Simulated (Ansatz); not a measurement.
## Alloy series in BAs

Base system: BAs in the zinc blende structure (space group F-43m, No. 216; a = 4.8094 Å).

The other end (x = 1) is GaB in the zinc blende structure (space group F-43m, No. 216; a hypothetical phase, not in the database extracts checked): 15.09 Å³/atom, gap zero; this end may not be an ambient phase.

Ga replaces a fraction x of As; each row is one arrangement (x, atoms in the cell, starting space group or random), fully relaxed.

All numbers come from PBE in Ansatz (plane waves to 420 eV, PAW, no spin-orbit coupling), earlier PAW set.

Candidates:
(a) x(Ga) = 0.333, 6 atoms, P3m1
(b) x(Ga) = 0.75, 8 atoms, P-4m2
(c) x(Ga) = 0.25, 8 atoms, Pmm2
(d) x(Ga) = 0.75, 8 atoms, P-43m

For the base:

The shortest interatomic distance is 3.935 bohr.

### Question
Order them by shortest interatomic distance, highest first.

### Answer
(c) x(Ga) = 0.25, 8 atoms, Pmm2 (3.857 bohr), (a) x(Ga) = 0.333, 6 atoms, P3m1 (3.821 bohr), (d) x(Ga) = 0.75, 8 atoms, P-43m (3.805 bohr), (b) x(Ga) = 0.75, 8 atoms, P-4m2 (3.761 bohr)

Each cell is one ordered arrangement of few atoms, which overstates ordering effects compared with a random alloy. Stability against distortions was not tested. All final runs are without spin polarisation. Under x(Ga) = 0.75, 8 atoms, P-4m2 the cell changed shape so far that it is another structure.

Ansatz is a first-principles code.
